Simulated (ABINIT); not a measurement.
ABINIT run on GaBi (F-43m, 2 atoms in the cell): self-consistent single point.

Method of the run: LDA (PW92), norm-conserving pseudopotentials (PseudoDojo nc-sr-04 LDA standard) (plane waves; ABINIT).

The change in words: lattice scaled by 0.98. Reference geometry:
```xyz
2
Lattice="0.0000 3.1827 3.1827 3.1827 0.0000 3.1827 3.1827 3.1827 0.0000" Properties=species:S:1:pos:R:3 pbc="T T T"
Ga     1.5913     1.5913     1.5913
Bi     0.0000     0.0000     0.0000
```

Reference input (self-consistent single point, DFT, LDA (PW92), plane waves, norm-conserving pseudopotentials (PseudoDojo nc-sr-04 LDA standard)): pseudos = [Ga.upf, Bi.upf]; ecut = 40 Ha; ixc = 7; occopt = 7; tsmear = 0.00734986 Ha; ngkpt = 12 12 12; nshiftk = 1; shiftk = 0 0 0; potentials = PseudoDojo nc-sr-04 LDA standard; nband = 19; kptopt = 1; nstep = 60. This run's input differs from it in these lines:

```diff
@@ -5,5 +5,5 @@
 rprim
-         0.0000000000    3.1826650000    3.1826650000
-         3.1826650000    0.0000000000    3.1826650000
-         3.1826650000    3.1826650000    0.0000000000
+         0.0000000000    3.1190120000    3.1190120000
+         3.1190120000    0.0000000000    3.1190120000
+         3.1190120000    3.1190120000    0.0000000000
 natom 2
```

The program printed (abridged):

```
--- !BeginCycle
solver: {iscf: 7, nstep: 60, nline: 4, wfoptalg: 0, }
tolerances: {tolvrs: 1.00E-12, }
...

     iter   Etot(hartree)      deltaE(h)  residm     vres2
 ETOT  1  -156.43417383325    -1.564E+02 5.789E-01 8.146E+02
 ETOT  2  -157.84268339661    -1.409E+00 6.781E-02 1.363E+03
 ETOT  3  -158.00050164264    -1.578E-01 4.036E-03 2.525E+02
 ETOT  4  -158.01882287195    -1.832E-02 9.902E-03 1.179E+02
 ETOT  5  -158.03482740448    -1.600E-02 2.820E-03 3.567E-01
   [... 4 lines left out ...]
 ETOT 10  -158.03489720998    -5.105E-09 1.530E-04 4.764E-08
 ETOT 11  -158.03489720999    -8.157E-12 2.847E-04 1.273E-09
 ETOT 12  -158.03489721000    -6.537E-12 1.171E-04 2.555E-11
 ETOT 13  -158.03489720999     7.901E-12 2.582E-04 1.473E-13
 At SCF step   13       vres2   =  1.47E-13 < tolvrs=  1.00E-12 =>converged.

 Cartesian components of stress tensor (hartree/bohr^3)
  sigma(1 1)= -1.60065893E-05  sigma(3 2)=  0.00000000E+00
  sigma(2 2)= -1.60065893E-05  sigma(3 1)=  0.00000000E+00
  sigma(3 3)= -1.60065893E-05  sigma(2 1)=  0.00000000E+00

 ----iterations are completed or convergence reached----

 reduced coordinates (array xred) for    2 atoms
       0.250000000000      0.250000000000      0.250000000000
       0.000000000000      0.000000000000      0.000000000000
 cartesian forces (eV/Angstrom) at end:
    1     -0.00000000000000    -0.00000000000000     0.00000000000000
    2      0.00000000000000     0.00000000000000    -0.00000000000000
 frms,max,avg= 9.7113983E-29 1.4682254E-28   0.000E+00  0.000E+00  0.000E+00 e/A
   [... lines left out ...]
 Fermi (or HOMO) energy (eV) =   3.89461   Average Vxc (eV)=  -9.76217
   [... lines left out ...]
total_energy        : -1.58034897209989E+02
total_energy_eV     : -4.30034825125664E+03
band_energy         : -1.14554469805918E+01
...

-Cartesian components of stress tensor (GPa)         [Pressure=  4.7093E-01 GPa]
- sigma(1 1)= -4.70930037E-01  sigma(3 2)=  0.00000000E+00
- sigma(2 2)= -4.70930037E-01  sigma(3 1)=  0.00000000E+00
- sigma(3 3)= -4.70930037E-01  sigma(2 1)=  0.00000000E+00

 Calculation completed.
```

The run converged in 13 iterations. Against the reference run the free energy goes down by 10.0 meV/atom and the pressure goes from -2.05 to 0.47 GPa.

The starting cell comes from a database of computed structures (which also holds hypothetical and non-ambient phases and stackings), without a prior relaxation at this level. For this run, on top of that: lattice scaled by 0.98.

Cost on one core of a shared machine: roughly 3 min.
